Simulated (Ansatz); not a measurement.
A computed series for SiO2: response to strain

Take SiO2 in the rutile structure (space group P4_2/mnm, No. 136; a = 4.155 Å, c = 2.661 Å) as the base. Axes: x, y, z lie along a, b, c of the conventional cell.

Strains are applied to the cell and any free atomic positions relax; under biaxial strain the out-of-plane vector relaxes too.

The values are results of LDA in Ansatz (plane waves to 420 eV, PAW, scalar-relativistic without spin-orbit coupling), not measurements.

| biaxial strain, plane normal [001], relaxed out of plane (%) | band gap (eV) |
|---|---|
| 0 | 5.81 |
| 0.6 | 5.70 |
| 1.2 | ? |
| 1.8 | 5.51 |
| 2.4 | 5.41 |
| 3 | 5.33 |

**Question.** Fit E_g = E₀ + Dε (ε in %) to the rows shown and predict the withheld row.

**Answer.** Least squares on the printed values gives E₀ = 5.80 eV, D = -160 meV per % of strain (largest residual 0.01 eV); this predicts 5.61 eV, and the run gives 5.60 eV, in agreement.

No phonon test of stability was made.

Ansatz is a quantum-chemistry and plane-wave program.
